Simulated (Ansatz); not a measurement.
The starting structures come from a database of crystals and need not be the phases stable at ambient conditions.

By PBEsol, the system below comes out a metal.

Crystal: BRh (P6_3/mmc, NiAs type, not sure to be the ambient phase, 4 atoms a cell, 10.1 Å³ an atom, -4 GPa at this level); planes in its conventional cell.

Calculation: PBEsol (plane waves, PAW; Ansatz, a quantum-chemistry and plane-wave program).

G/A = (e²/h) × open channels of both spins per area, as a mean over 0.1 eV about the Fermi level, without spin-orbit coupling, for the cells as given.

| plane | area (Å²) | G/A (10¹⁵ S/m²) |
|---|---|---|
| (100) | 13.8 | 0.36 |
| (001) | 9.9 | [?] |
| (110) | 24.0 | [?] |

Problem. Fill in the missing entries.

Solution. 
- (001), G/A (10¹⁵ S/m²): 0.50
- (110), G/A (10¹⁵ S/m²): 0.37
